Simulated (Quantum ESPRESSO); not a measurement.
# Quick settings and what they miss: BaAu2 (P6/mmm, 3 atoms in the cell)

Self-consistent single point.

```xyz
3
Lattice="4.9353 0.0000 0.0000 -2.4676 4.2741 0.0000 0.0000 0.0000 4.2790" Properties=species:S:1:pos:R:3 pbc="T T T"
Ba     0.0000     0.0000     0.0000
Au     2.4676     1.4247     2.1395
Au     0.0000     2.8494     2.1395
```

Method of the run: PBEsol, PseudoDojo standard norm-conserving (PBESOL) pseudopotentials (plane waves; Quantum ESPRESSO).

Base settings: ecutwfc = 80 Ry; occupations = smearing; smearing = gaussian; degauss = 0.0147 Ry; potentials = {Ba: Ba.upf, Au: Au.upf}; K_POINTS = automatic 5 5 5 0 0 0; conv_thr = 1e-11 Ry.

Tight run (finer mesh or higher cutoff; not a proven limit): ecutwfc: 80 Ry → 112 Ry; conv_thr: 1e-11 Ry → 7.3e-11 Ry; K_POINTS: automatic 5 5 5 0 0 0 → automatic 7 7 7 0 0 0. It gave Fermi level (on the code's own zero) 11.51 eV; pressure -4.71 GPa.

Quick runs, as changes from the base:
- A: the base itself
- B: K_POINTS: automatic 5 5 5 0 0 0 → automatic 4 4 4 0 0 0
- C: ecutwfc: 80 Ry → 64 Ry; degauss: 0.0147 Ry → 0.036749 Ry; K_POINTS: automatic 5 5 5 0 0 0 → automatic 6 6 6 0 0 0; potentials: PseudoDojo standard norm-conserving (LDA) [LDA (PW92)]
- D: ecutwfc: 80 Ry → 48 Ry; K_POINTS: automatic 5 5 5 0 0 0 → automatic 6 6 6 1 1 1
- E: ecutwfc: 80 Ry → 56 Ry; K_POINTS: automatic 5 5 5 0 0 0 → automatic 4 4 4 1 1 1

Energies are extrapolated to zero smearing width, which holds to low order in the width alone (under cold and Methfessel-Paxton smearing the free energy itself is taken).

Dashes: energy of C, another energy zero; time of E, under 30 s.

† marks runs with another functional, U, potentials or spin treatment: their distance from the tight run is not a convergence error alone.

The count of work is k-points × plane waves × bands × iterations; it is no time. Core times come from one kind of shared machine and are given to one figure; runs under 30 s give none.

The starting cell comes from a database of computed structures (which also holds hypothetical and non-ambient phases and stackings), without a prior relaxation at this level. Its lattice was rescaled by a random factor within 2.5 % of one. In the base run, with a pressure of about -5 GPa the cell is away from its equilibrium volume at this level.

```
run  energy less tight (meV/atom)  pressure less tight (GPa)  count of work / tight  core time / tight (rough)
---  ----------------------------  -------------------------  ---------------------  -------------------------
A                             7.3                      -0.04                   0.34                        0.3
B                            12.4                       0.02                   0.28                        0.2
C†                              –                      -2.63                   0.42                        0.3
D                           385.9                     -11.92                   0.35                        0.3
E                            66.6                      -3.54                   0.16                          –
```

Among the runs at the tight run's level, the energy misses run from 7.3 to 385.9 meV/atom.

Left out of this page: 1 run of the series outside the window shown, repeating another row's setting, or not comparable.
